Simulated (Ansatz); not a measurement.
**Alloy series in SnO2**

Base system: SnO$_{2}$ in the rutile structure (space group P4_2/mnm, No. 136; a = 4.760 Å, c = 3.201 Å).

The other end (x = 1) is SiO$_{2}$ in the rutile structure (space group P4_2/mnm, No. 136): 7.79 Å³/atom, gap 6.51 eV.

Si replaces a fraction x of Sn; each row is one arrangement (x, atoms in the cell, starting space group or random), fully relaxed.

Computed with Kohn–Sham DFT with the r2SCAN functional, run in Ansatz (a program for electronic structure) with PAW and 500 eV plane waves, no spin-orbit coupling.

| change | volume per atom | mixing energy | band gap |
|---|---|---|---|
| base | 12.09 Å³ | – | 1.77 eV |
| x(Si) = 0.25, 12 atoms, Cmmm | 10.91 Å³ | +78 meV/atom | 2.11 eV |
| x(Si) = 0.25, 12 atoms, C2/m | 10.89 Å³ | +78 meV/atom | 2.15 eV |
| x(Si) = 0.5, 12 atoms, P2_1/c | 9.76 Å³ | +101 meV/atom | 2.98 eV |
| x(Si) = 0.5, 12 atoms, Pmn2_1 | 9.86 Å³ | +152 meV/atom | 2.88 eV |
| x(Si) = 0.5, 12 atoms, Pmmm | 10.04 Å³ | +0.257 eV/atom | 2.63 eV |
| x(Si) = 0.75, 12 atoms, C2/m | 8.76 Å³ | +101 meV/atom | 4.32 eV |
| x(Si) = 0.75, 12 atoms, Cmmm | ___ | ___ | ___ |

Fill in the withheld entries from the trend.


- x(Si) = 0.75, 12 atoms, Cmmm, volume per atom: 8.80 Å³
- x(Si) = 0.75, 12 atoms, Cmmm, mixing energy: +115 meV/atom
- x(Si) = 0.75, 12 atoms, Cmmm, band gap: 4.35 eV

These are small ordered cells, not random alloys; other orderings at the same x differ. Stability against distortions was not tested.
